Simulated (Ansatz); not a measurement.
**Short convergence ladders for MoSi2 (I4/mmm, 3 atoms in the cell)**

```xyz
3
Lattice="-1.5970 1.5970 3.9054 1.5970 -1.5970 3.9054 1.5970 1.5970 -3.9054" Properties=species:S:1:pos:R:3 pbc="T T T"
Si     0.0000     0.0000     5.1941
Si     0.0000     0.0000     2.6166
Mo     0.0000     0.0000     0.0000
```

Base method: PBE (plane waves, PAW; Ansatz, a program for electronic structure).

Base settings: basis.ecutwfc = 420 eV; kpoints.mp_grid.grid = 14 14 14; hamiltonian.xc = pbe; hamiltonian.pseudopotentials = {kind: paw} (the program's default PAW files); scf.occupations.method = gaussian; scf.occupations.width = 0.1 eV.

Core times come from one kind of shared machine, to one figure; runs under 30 s give none.

**Zone-centre phonons against the cutoff**

In this ladder: phonons.method = dfpt.

The mesh stays at the base's, so the ladder's end is converged at best in this setting alone.

Frequencies are those of the unrelaxed cell, without the LO-TO term of polar crystals.

Only quantities that move along the ladder and can be compared are tabulated.

| basis.ecutwfc | highest zone-centre frequency (cm⁻¹) | lowest optical frequency (cm⁻¹) |
|---|---|---|
| 210 eV | 440.7 | 265.9 |
| 250 eV | 433.3 | 273.6 |
| 295 eV | 439.1 | 280.7 |
| 355 eV | 439.8 | 279.6 |
| 420 eV | 439.1 | 279.3 |
| 505 eV | 439.1 | 279.3 |
| 630 eV | 439.1 | 279.3 |

Coarsest basis.ecutwfc that holds the lowest optical frequency within 2 cm⁻¹ of the last step, with all finer ones: 295 eV; the step before is off by 5.7 cm⁻¹.

Coarsest basis.ecutwfc that holds the highest zone-centre frequency within 2 cm⁻¹ of the last step, with all finer ones: 295 eV; the step before is off by 5.8 cm⁻¹.

**Zone-centre phonons against the mesh**

In this ladder: phonons.method = dfpt.

Frequencies are those of the unrelaxed cell, without the LO-TO term of polar crystals.

Only quantities that move along the ladder and can be compared are tabulated.

| kpoints.mp_grid.grid | highest zone-centre frequency (cm⁻¹) | lowest optical frequency (cm⁻¹) |
|---|---|---|
| 4 4 4 | 434.4 | 282.2 |
| 5 5 5 | 445.1 | 279.8 |
| 6 6 6 | 451.0 | 280.8 |
| 7 7 7 | 448.0 | 279.7 |
| 9 9 9 | 440.1 | 278.6 |
| 11 11 11 | 432.7 | 279.1 |
| 17 17 17 | 438.5 | 279.5 |
| 21 21 21 | 441.1 | 279.4 |
| 26 26 26 | 438.3 | 279.4 |

Coarsest kpoints.mp_grid.grid that holds the highest zone-centre frequency within 5 cm⁻¹: not settled: the last two steps still differ by 2.8 cm⁻¹, over half the tolerance, so the ladder does not show it.

Coarsest kpoints.mp_grid.grid that holds the lowest optical frequency within 1 cm⁻¹ of the last step, with all finer ones: 7 7 7; the step before is off by 1.4 cm⁻¹.

**The q mesh of the phonons**

In this ladder: kpoints.mp_grid.grid = 12 12 12; phonons.method = dfpt.

Only quantities that move along the ladder and can be compared are tabulated.

Thermal sums run over frequencies interpolated from this q mesh.

```tsv
phonons.qmesh	zero-point energy (meV/atom)	vibrational free energy at 300 K (meV/atom)	core time / last (rough)
1 1 1	47.28	13.03	0.02
2 2 2	54.22	29.42	0.10
3 3 3	54.39	29.57	0.4
4 4 4	54.46	29.75	1
```

Coarsest phonons.qmesh that holds the vibrational free energy at 300 K within 2 meV/atom of the last step, with all finer ones: 2 2 2, at about 0.10 of the last step's time; the step before is off by 17 meV/atom.

Coarsest phonons.qmesh that holds the zero-point energy within 1 meV/atom of the last step, with all finer ones: 2 2 2, at about 0.10 of the last step's time; the step before is off by 7.2 meV/atom.

On the base run: the starting cell has typed, rounded lattice constants, without a prior relaxation at this level. Its lattice was rescaled by up to half a per cent. Spin polarisation is off. In the base run, with a pressure of about 5 GPa the cell is away from its equilibrium volume at this level.

Keys are those of Ansatz 0.2.
